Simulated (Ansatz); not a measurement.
Si (Fd-3m), r2SCAN with spin-orbit coupling, rigid bands (Ansatz, an electronic-structure program). Band gap 0.76 eV, N_c = 3.03e19 cm⁻³ and N_v = 2.04e19 cm⁻³ at 300 K, conductivity masses of 0.282 mₑ (electrons) and 0.349 mₑ (holes). Take k_BT = 0.02585 eV.

Q: What thermal injection velocity √(2k_BT/πm) limits a ballistic channel?

A: 1.01e7 cm/s for electrons and 9.11e6 cm/s for holes, a ratio of √(m_h/m_e) = 1.11, for dilute carriers.

Q: A film of it is 3 nm thick. Estimate the confinement energies in an infinite well.

A: ħ²π²/(2m t²) = 0.376 eV·nm²/(m/mₑ × t²) gives 148 meV for electrons and 120 meV for holes, so the gap would widen to about 1.03 eV. Finite barriers and nonparabolic bands lower this, and with several valleys or bands the heaviest mass along the normal sets the lowest level, not this average.

Q: What built-in voltage has an abrupt junction with N_A = 1e16 and N_D = 1e18 cm⁻³, all dopants ionised?

A: V_bi = E_g/e − (k_BT/e) ln(N_c N_v/(N_A N_D)) = 0.76 − 0.02585 × 11.03 = 0.47 V, for the computed gap.

Rigid bands with the computed gap; masses take one relaxation time for all states.
